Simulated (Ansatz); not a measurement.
The boundary is one mirror-built cell; no search for the lowest one was made.

The resistance of the junction is A R = A (h/e²)[1/T − 1/(2N₁) − 1/(2N₂)] a spin, with T the transmission and N₁, N₂ the leads' channels in a cell of area A; the spins conduct in parallel.

A. Σ5 (310) symmetric tilt boundary in bcc Mo, with one H atom a cell (15.8 Å²) in the boundary
B. Σ3 (111) symmetric tilt boundary in fcc Co, with one S atom a cell (5.4 Å²) in the boundary
C. Σ3 (111) symmetric tilt boundary in fcc Ni, with one O atom a cell (5.4 Å²) in the boundary

Q: Order them by specific resistance (lowest first) at the level PBE run with Ansatz (a program for electronic structure).

A: C (0.52 × 10⁻¹⁵ Ω m²), A (0.90 × 10⁻¹⁵ Ω m²), B (1.1 × 10⁻¹⁵ Ω m²)
